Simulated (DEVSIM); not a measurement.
Structure: abrupt Si p-n junction, at 400 K.

```
layer (left to right)  material  thickness (μm)  Nd (cm⁻³)  Na (cm⁻³)  τn (s)  τp (s)
---------------------  --------  --------------  ---------  ---------  ------  ------
1                            Si           0.120          -     3.5e15  1.3e-6  1.3e-6
2                            Si            11.0     4.9e15          -  1.3e-6  1.3e-6
```

Left contact: ohmic. Right contact: ohmic. Voltage is applied to the left contact. Recombination: SRH at mid-gap. Gap narrowing is on: ΔEg = 6.92 meV × (l + √(l² + 0.5)), l = ln(N/1.3e17 cm⁻³), shared equally by both band edges. Mobility is μmin + (μ − μmin)/(1 + (N/Nref)^α).

This is a model device: material constants are rounded textbook-type values typed into the input, and sizes, dopings and lifetimes were drawn at random. Values at 300 K; Nc and Nv go as T^1.5, mobilities as T to minus their exponent, the gap by Varshni's rule with the affinity fixed.

```csv
parameter,Si
gap (eV),1.124
affinity (eV),4.05
permittivity,11.7
Nc (cm⁻³),2.86e19
Nv (cm⁻³),3.1e19
μn (cm²/Vs),1417
μp (cm²/Vs),470
"μn,min",52
"μp,min",45
"Nref,n",9.7e16
"Nref,p",2.2e17
αn,0.68
αp,0.72
T exponent of μn,2.3
T exponent of μp,2.2
Varshni α (eV/K),0.000473
Varshni β (K),636
```

Simulated with DEVSIM: 1D drift-diffusion, Boltzmann statistics, complete ionisation; no tunnelling, impact ionisation, image-force lowering or self-heating.

The doping Na of layer 1 was swept, all else fixed.

| doping Na of layer 1 (cm^-3) | potential step across the device at zero bias (V) | largest field in the device at zero bias (V/cm) | dark forward voltage at 100 A/cm² (V) |
|---|---|---|---|
| 1e14 | 0.332 | 14000 | 0.427 |
| 3.5e14 | 0.375 | 15000 | 0.471 |
| 1e15 | 0.411 | 17000 | 0.507 |
| 3.5e15 | 0.454 | 19000 | 0.551 |
| 1e16 | 0.490 | 21000 | 0.582 |
| 3.5e16 | 0.533 | 25000 | 0.596 |
| 1e17 | 0.568 | 30000 | 0.598 |

From the first row to the last the potential step across the device at zero bias goes from 0.332 to 0.568. From the first row to the last the largest field in the device at zero bias goes from 14000 to 30000.
